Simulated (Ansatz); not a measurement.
Base system: ZnCu in the CsCl type structure (space group Pm-3m, No. 221; a = 2.908 Å; relaxed with 0.1 eV smearing).

The values are results of PBEsol (Ansatz, a quantum-chemistry and plane-wave program; PAW; 420 eV plane waves; scalar-relativistic without spin-orbit coupling), not measurements.

Base values:

| Item | Result |
|---|---|
| Pressure | 0.0 GPa |

Now apply this change: an isotropic linear strain of +1.00 %; the atoms relax in the strained cell.

**Question.** Estimate the effect on the pressure.

**Answer.** The pressure goes from zero to -3.8 GPa.

**Question.** Estimate the effect on the energy relative to the base.

**Answer.** The energy rises by 4.5 meV/atom.

Whether these cells are dynamically stable was not tested. All final runs are without spin polarisation.
